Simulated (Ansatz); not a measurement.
## A computed series for Zn: response to strain

The reference is Zn in the hcp (Mg type) structure (space group P6_3/mmc, No. 194; a = 2.6129 Å, c = 4.7815 Å; relaxed with 0.1 eV smearing). Axes: x lies along a and z along c of the hexagonal cell.

Strains are applied to the cell and any free atomic positions relax.

All numbers come from Ansatz (a program for electronic structure) PBEsol, scalar-relativistic without spin-orbit coupling.

Candidates:
(a) uniaxial strain ε_xx = −1.50 %
(b) uniaxial strain ε_xx = +2.00 %
(c) uniaxial strain ε_xx = −0.50 %
(d) uniaxial strain ε_xx = −2.50 %

Notes on the quantities. energy relative to the base: free energy F.

Q: Order them by energy relative to the base, highest first.

A: (d) uniaxial strain ε_xx = −2.50 % (+6.3 meV/atom), (b) uniaxial strain ε_xx = +2.00 % (+3.4 meV/atom), (a) uniaxial strain ε_xx = −1.50 % (+2.2 meV/atom), (c) uniaxial strain ε_xx = −0.50 % (+0.2 meV/atom)

Stability against distortions was not tested.
